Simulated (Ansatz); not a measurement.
Cu₂O (Pn-3m), PBEsol with spin-orbit coupling, rigid bands in Ansatz (an electronic-structure program): N_v = 1.70e19 cm⁻³ at 300 K and a hole conductivity mass of 1.16 mₑ.

Question: For 1e17 holes per cm³ at 300 K, place the Fermi level, estimate the Seebeck coefficient of a parabolic band with constant τ, and give mobility and conductivity for τ = 20 fs.

Answer: The level lies k_BT ln(N_v/p) = 0.133 eV above the valence-band maximum. S ≈ +(k_B/e)[ln(N_v/p) + 5/2] = 658 μV/K, against 689 μV/K from the full bands (mean over directions). μ = eτ/m = 30.3 cm²/(V·s) and σ = peμ = 0.486 S/cm. τ is assumed, not computed.

Band transport and this doping are assumed; polarons and phonon drag are left out.
